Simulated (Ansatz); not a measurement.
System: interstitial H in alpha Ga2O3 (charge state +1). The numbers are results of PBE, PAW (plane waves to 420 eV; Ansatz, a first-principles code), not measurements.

120-site cell at the relaxed PBE lattice, the Γ point alone, smearing 0.01 eV, spin-restricted, no finite-size correction. No zero-point or tunnelling terms. The host's phase is taken as given; its stability against other phases was not computed. The charge state is imposed; whether it is stable for some Fermi level was not computed. Sites that were not tried may lie lower.

Barriers: single points on a 2×2×2 k-point mesh shifted by half a step along c at the bands' geometries.

Relaxed starting cell (atoms counted from 1):

```
CELL_PARAMETERS angstrom
     10.11566     0.00000     0.00000
     -5.05783     8.76042     0.00000
      0.00000     0.00000    13.62337
ATOMIC_POSITIONS crystal
  Ga 0.99111 0.99676 0.35883
  Ga 0.99790 0.50323 0.35626
  Ga 0.50010 0.00104 0.35621
  Ga 0.50195 0.50210 0.35628
  Ga 0.34414 0.16888 0.18450
  Ga 0.33305 0.66723 0.18914
  Ga 0.83605 0.16730 0.19092
  Ga 0.83077 0.66092 0.18952
  Ga 0.17148 0.34883 0.32243
  Ga 0.16704 0.83641 0.31013
  Ga 0.66623 0.33234 0.31193
  Ga 0.66479 0.83281 0.31116
  Ga 0.33228 0.16759 0.47721
  Ga 0.33400 0.67005 0.47907
  Ga 0.83283 0.16777 0.47817
  Ga 0.83192 0.66608 0.47914
  O  0.34894 0.00173 0.24946
  O  0.34960 0.50341 0.25166
  O  0.85155 0.99921 0.25051
  O  0.84833 0.49866 0.25068
  O  0.16592 0.17622 0.24517
  O  0.15162 0.65333 0.25032
  O  0.65294 0.15174 0.24994
  O  0.65210 0.65198 0.25010
  O  0.31936 0.33766 0.41898
  O  0.31716 0.83551 0.41674
  O  0.81809 0.33439 0.41731
  O  0.81465 0.83109 0.41764
  O  0.16421 0.48903 0.42026
  O  0.16522 0.99097 0.41155
  O  0.66664 0.48553 0.41703
  O  0.66710 0.98614 0.41631
  O  0.01564 0.18302 0.41681
  O  0.01444 0.68538 0.41624
  O  0.51416 0.18227 0.41653
  O  0.51397 0.68286 0.41709
  O  0.00248 0.34976 0.25176
  O  0.99932 0.85137 0.24818
  O  0.50153 0.34915 0.24993
  O  0.50038 0.84950 0.24970
  Ga 0.33220 0.16593 0.68905
  Ga 0.33223 0.66645 0.69018
  Ga 0.83183 0.16596 0.68967
  Ga 0.83229 0.66606 0.68979
  Ga 0.16650 0.33393 0.52824
  Ga 0.16545 0.83280 0.52268
  Ga 0.66555 0.33334 0.52314
  Ga 0.66564 0.83365 0.52319
  Ga 0.99856 0.99925 0.64459
  Ga 0.99899 0.50048 0.64493
  Ga 0.49853 0.00032 0.64378
  Ga 0.49983 0.50000 0.64439
  Ga 0.16591 0.33216 0.80955
  Ga 0.16528 0.83249 0.81080
  Ga 0.66536 0.33232 0.81032
  Ga 0.66551 0.83209 0.80983
  O  0.18048 0.16598 0.58378
  O  0.18082 0.66728 0.58417
  O  0.68076 0.16671 0.58353
  O  0.68105 0.66703 0.58398
  O  0.48382 0.31814 0.58333
  O  0.48417 0.81910 0.58338
  O  0.98392 0.31842 0.58430
  O  0.98477 0.81919 0.58274
  O  0.15069 0.99929 0.75012
  O  0.15019 0.49912 0.75074
  O  0.65083 0.99913 0.75035
  O  0.65085 0.49924 0.74995
  O  0.99881 0.15097 0.75009
  O  0.99867 0.65106 0.75046
  O  0.49871 0.15054 0.74948
  O  0.49884 0.65107 0.74994
  O  0.34740 0.34749 0.74979
  O  0.34723 0.84807 0.75008
  O  0.84747 0.34758 0.75072
  O  0.84770 0.84804 0.75021
  O  0.33147 0.01510 0.58201
  O  0.33300 0.51617 0.58481
  O  0.83281 0.01530 0.58323
  O  0.83270 0.51519 0.58368
  Ga 0.16827 0.33385 0.01915
  Ga 0.16702 0.83176 0.02226
  Ga 0.66776 0.33248 0.02217
  Ga 0.66282 0.83104 0.01991
  Ga 0.99914 0.99892 0.85554
  Ga 0.99946 0.49847 0.85617
  Ga 0.49874 0.99873 0.85507
  Ga 0.49913 0.49905 0.85524
  Ga 0.33346 0.16620 0.97476
  Ga 0.33222 0.66547 0.97756
  Ga 0.83020 0.16550 0.97676
  Ga 0.83172 0.66391 0.97619
  Ga 0.98936 0.97989 0.13708
  Ga 0.00163 0.49956 0.14433
  Ga 0.50311 0.99864 0.14414
  Ga 0.50017 0.50061 0.14415
  O  0.01370 0.33054 0.91816
  O  0.01402 0.83257 0.91741
  O  0.51500 0.33271 0.91590
  O  0.51419 0.83245 0.91654
  O  0.31729 0.48427 0.91591
  O  0.31740 0.98376 0.91672
  O  0.81793 0.48303 0.91719
  O  0.81949 0.98554 0.91830
  O  0.48634 0.16432 0.08220
  O  0.48417 0.66577 0.08317
  O  0.99631 0.16603 0.09142
  O  0.98463 0.66586 0.08410
  O  0.33575 0.31874 0.08171
  O  0.33432 0.81810 0.08337
  O  0.83539 0.31587 0.08361
  O  0.82502 0.80887 0.08086
  O  0.18116 0.01364 0.08428
  O  0.18185 0.51359 0.08334
  O  0.68590 0.01497 0.08350
  O  0.68105 0.51200 0.08373
  O  0.16622 0.18065 0.91633
  O  0.16573 0.68045 0.91702
  O  0.66490 0.18033 0.91662
  O  0.66558 0.68041 0.91552
  H  0.12888 0.20870 0.18705
```
Cell charge +1.

End state 1 differs by these moves (Å; atoms that move under 0.08 Å are left out):

| atom | element | Δx | Δy | Δz |
|---|---|---|---|---|
| 5 | Ga | 0.04 | -0.11 | 0.17 |
| 8 | Ga | 0.02 | 0.08 | 0.00 |
| 9 | Ga | 0.03 | -0.12 | -0.11 |
| 17 | O | 0.05 | -0.08 | 0.05 |
| 21 | O | 0.04 | -0.11 | -0.04 |
| 81 | Ga | -0.15 | 0.04 | -0.11 |
| 93 | Ga | 0.01 | 0.20 | 0.08 |
| 96 | Ga | 0.03 | 0.09 | 0.07 |
| 97 | O | -0.06 | 0.01 | -0.06 |
| 99 | O | -0.08 | 0.00 | 0.09 |
| 105 | O | -0.07 | 0.02 | 0.05 |
| 107 | O | -0.13 | 0.03 | -0.13 |
| 109 | O | -0.21 | 0.12 | 0.09 |
| 112 | O | 0.04 | 0.10 | 0.04 |
| 121 | H | 0.81 | 0.76 | -0.55 |

### Question
Estimate the forward and backward barriers to end state 1 that PBE, PAW returns for this input.

### Answer
forward 0.21 eV, backward 0.21 eV; at the saddle point atom 121 has neighbours Ga at 2.01; O at 1.20, O at 1.26 Å. The program found a first-order saddle point.

End state 2 differs by these moves (Å; atoms that move under 0.08 Å are left out):

```tsv
atom	element	Δx	Δy	Δz
1	Ga	-0.08	-0.06	0.06
5	Ga	0.03	0.02	-0.09
9	Ga	-0.01	-0.04	-0.09
21	O	0.15	-0.09	0.14
93	Ga	0.01	0.10	0.06
121	H	1.21	-0.70	1.72
```

### Question
What forward and backward barriers to end state 2 does PBE, PAW give?

### Answer
forward 0.88 eV, backward 0.88 eV; at the saddle point atom 121 has neighbours 2 Ga at 1.99; O at 0.97, O at 2.03, O at 2.05 Å. The check of the saddle point's order was inconclusive, and it lies on a symmetry element of the cell, where a band can be held.
